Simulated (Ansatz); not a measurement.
# What Al → Na does to TiAl3

The reference is TiAl$_{3}$ (space group I4/mmm, No. 139; a = 3.824 Å, c = 8.561 Å).

Modification: every Al is replaced by Na; the structure is relaxed again.

The values are results of r2SCAN (Ansatz, a first-principles code, PAW, spin-orbit coupling left out), not measurements. k-mesh 14×14×14 (Γ-centred); smearing 0.05 eV (Fermi–Dirac), for the changed cell.

| quantity | base | changed | shift |
|---|---|---|---|
| volume per atom | 15.65 Å³ | 28.71 Å³ | +13.06 Å³ |
| density | 3.42 g/cm³ | 1.69 g/cm³ | -1.73 g/cm³ |
| lattice parameter a | 3.824 Å | 4.641 Å | +0.8163 Å |
| c/a ratio | 2.239 | 2.298 | +0.0598 |
| space group | I4/mmm (No. 139) | I4/mmm (No. 139) | – |
| shortest interatomic distance | 2.704 Å | 3.281 Å | +0.577 Å |
| band gap | zero | zero | – |

Final structure:

```
Na3Ti
1.0
   -2.32025     2.32025     5.33276
    2.32025    -2.32025     5.33276
    2.32025     2.32025    -5.33276
Na Ti
3 1
Direct
  0.50000   0.50000   0.00000
  0.75000   0.25000   0.50000
  0.25000   0.75000   0.50000
  0.00000   0.00000   0.00000
```

Cost of the whole job for the changed cell (relaxation, final SCF and bands): roughly 9 core-minutes.

Whether these cells are dynamically stable was not tested. As relaxed here, Na3Ti is a hypothetical phase, not in the database extracts checked. The final runs are not spin-polarised. An odd electron count without spin: Na3Ti and TiAl3. Na3Ti has a high density of states at the Fermi level and may be magnetic at this level.
